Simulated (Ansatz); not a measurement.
The reference is GaN (space group Pm-3n, No. 223; a = 5.513 Å; a hypothetical phase, not in the database extracts checked).

Structures relaxed with PBEsol, PAW, 420 eV (Ansatz, a program for electronic structure; without spin-orbit coupling).

Base:

Simulated powder pattern, Cu Kα1, λ = 1.54056 Å (kinematic, ideal powder, no thermal factors, no anomalous dispersion; the 14 strongest lines at most, above 2 %, up to 2θ = 90°):

```csv
2θ (°),I/Imax (%),hkl
22.79,92,(110)
32.45,18,(200)
36.41,100,(210)
40.03,40,(211)
46.55,12,(220)
52.44,17,(310)
57.89,37,(222)
60.50,24,(320)
63.04,19,(321)
67.96,17,(400)
72.71,8.9,(330)
77.34,4.9,(420)
79.62,21,(421)
81.89,4.2,(332)
```

Modification: a hydrostatic pressure of 3 GPa.

### Question
Where do the lines fall after the change?

### Answer

Simulated powder pattern, Cu Kα1, λ = 1.54056 Å (kinematic, ideal powder, no thermal factors, no anomalous dispersion; the 14 strongest lines at most, above 2 %, up to 2θ = 90°):

| 2θ (°) | d (Å) | I/Imax (%) | hkl |
|---|---|---|---|
| 22.94 | 3.873 | 92 | (110) |
| 32.67 | 2.739 | 18 | (200) |
| 36.65 | 2.450 | 100 | (210) |
| 40.29 | 2.236 | 39 | (211) |
| 46.87 | 1.937 | 12 | (220) |
| 52.80 | 1.732 | 17 | (310) |
| 58.30 | 1.581 | 37 | (222) |
| 60.93 | 1.519 | 24 | (320) |
| 63.49 | 1.464 | 19 | (321) |
| 68.45 | 1.369 | 16 | (400) |
| 73.25 | 1.291 | 8.8 | (411) |
| 77.93 | 1.225 | 4.9 | (420) |
| 80.24 | 1.195 | 21 | (421) |
| 82.53 | 1.168 | 4.2 | (332) |

The indices refer to the base's conventional cell; one index is shown for lines that coincide.

Load acts through the strain it causes; cell and atoms are relaxed under it. Whether these cells are dynamically stable was not tested.
